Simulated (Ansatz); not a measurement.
By PBEsol, the system below comes out a metal.

A figure of merit of an interconnect metal is its ballistic conductance per area.

Data:

```
Ir
1.0
    2.72514     0.00000     0.00000
   -1.36257     2.36004     0.00000
    1.36257     0.78668     2.22507
Ir
1
Direct
  0.00000   0.00000   0.00000
```

The cell is taken as given; by PBEsol it stands under a pressure of -6.8 GPa.

The current flows along the normal of the first two printed cell vectors, the (111) plane of the conventional cell. No spin-orbit coupling; the value is a mean over 0.1 eV about the Fermi level.

### Question
State the ballistic conductance per area according to PBEsol run with Ansatz (a program for electronic structure).

### Answer
1.9 × 10¹⁵ S/m² for both spins.
